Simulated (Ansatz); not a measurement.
# Effect of tensor shear ε_xy = +0.86 % on PbSe

Start from PbSe in the rock salt structure (space group Fm-3m, No. 225; a = 6.041 Å). Axes: x, y, z lie along the cube axes.

Perturbation: a pure shear with ε_xy = ε_yx = 0.0086; the atoms relax in the strained cell.

All numbers come from LDA (Ansatz, a quantum-chemistry and plane-wave program; PAW; 420 eV plane waves; no SOC). Γ-centred 10×10×10 mesh, Fermi–Dirac width 0.05 eV.

```json
[
 {"quantity": "volume per atom", "base": "27.55 Å³", "changed": "27.55 Å³", "shift": "0.00 Å³"},
 {"quantity": "shortest interatomic distance", "base": "5.708 bohr", "changed": "5.708 bohr", "shift": "0.000 bohr"},
 {"quantity": "energy relative to the base (free energy F)", "base": "0 meV/atom", "changed": "+0.4 meV/atom", "shift": "+0.4 meV/atom"},
 {"quantity": "pressure (mean of the normal stresses, compression positive)", "base": "0.0 GPa", "changed": "0.0 GPa", "shift": "0.0 GPa"},
 {"quantity": "band gap", "base": "zero", "changed": "zero", "shift": "–"},
 {"quantity": "stress (xx, yy, zz, yz, xz, xy; compression positive) (rough)", "base": "–", "changed": "(0.0, 0.0, 0.0, 0.0, 0.0, -0.3) GPa", "shift": "–"}
]
```

Final structure:

```xyz
2
Lattice="0.0260 3.0204 3.0204 3.0204 0.0260 3.0204 3.0464 3.0464 0.0000" Properties=species:S:1:pos:R:3 pbc="T T T"
Pb     0.0000     0.0000     0.0000
Se     3.0464     3.0464     3.0204
```

The mesh was chosen for an insulator and is coarse for the gapless case. Without a gap, meshes like the base's 10×10×10 leave anisotropic stresses uncertain by several tenths of a GPa, and small strain energies with them. With Pb present, leaving out spin-orbit coupling can change the band edges. No phonon test of stability was made. All final runs are without spin polarisation. Gaps under 0.05 eV, about the width of the smearing, are given as zero. A zero or small gap of PbSe can be the functional's error rather than a property of the material.
